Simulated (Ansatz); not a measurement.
Given:

```
CELL_PARAMETERS angstrom
      3.44317     0.00000     0.00999
     -1.72159     2.98188    -0.00499
      0.01556     0.00000     5.36685
ATOMIC_POSITIONS crystal
  Lu 0.66667 0.33333 0.75000
  Lu 0.33333 0.66667 0.25000
```

No spin polarisation.

All numbers come from Kohn–Sham DFT with the PBEsol functional, run in Ansatz (an electronic-structure program) with PAW and 420 eV plane waves, spin-orbit coupling left out. Settings: 19×19×11 k-points, 0.1 eV Fermi–Dirac smearing.

**Question.** Predict the space group, band gap and stress.

**Answer.** Space group: C2/c (No. 15)
Band gap: zero
Stress (xx, yy, zz, yz, xz, xy; compression positive): (0.0, 0.0, 0.0, 0.0, -0.2, 0.0) GPa

The cells carry an imposed strain or load. Whether these cells are dynamically stable was not tested. The cell was made from Lu in the hcp (Mg type) structure (space group P6_3/mmc, No. 194) by this change: tensor shear ε_xz = +0.29 %.
